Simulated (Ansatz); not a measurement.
**Step by step: formation energy of the neutral V_O in Cu2O (Pn-3m)**

We look at the formation energy of the neutral V_O in Cu2O (Pn-3m). Reaction: 16 Cu2O (Pn-3m) → cell A + 1/2 O2 (gas).

A: a supercell of 48 sites of Cu2O (Pn-3m) with one empty O site amid 4 Cu; spin state with PBE: run without spin.

Ansatz (a first-principles code) with PAW potentials; structures come from PBE relaxations, nuclei static, no net charge. Ansatz runs with its default PAW set. Other levels take these structures. The lattices are those relaxed with PBE, so at other levels the solids can be strained. Larger cells are relaxed from a start prepared with the learned potential CHGNet, on a coarser mesh till forces fall under 0.03 eV/Å, which some starts already meet. A dispersion term (D3(BJ), or D4 for r2SCAN) was computed beside these levels and is taken off wherever the name lacks it. The d electrons get no Hubbard U. Mesh and cell size may move defect energies by 0.1 eV or more. The value holds for the reservoirs listed; other chemical potentials shift it. Cell A has symmetry P-43m within 0.02 Å and got no random move, so less symmetric positions, which may lie lower, weren't tried.

Total energies of the cells in eV, at zero smearing width. They compare only within one column; the weights balance every element.

```csv
cell,atoms,weight,r2SCAN
A: Cu2O:V_O,47,+1,-220709.45384
Cu2O (Pn-3m),48,−1,-221278.40906
O2 (gas),2,+1/2,-1131.96020
```

r2SCAN: (-220709.45384) − (-221278.40906) + 1/2 × (-1131.96020) = 2.975 eV.

What follows from the r2SCAN value: The value above is the O-rich limit, with O2 (gas) as reservoir. The host forms with -0.49 eV/atom at this level, so before it gives way to its other element Δμ(O) can go down to -0.49 × 3 = -1.47 eV (other compounds may narrow the range). The defect releases 1 O, so the O-poor limit is 2.98 + 1 × (-1.47) = 1.51 eV.
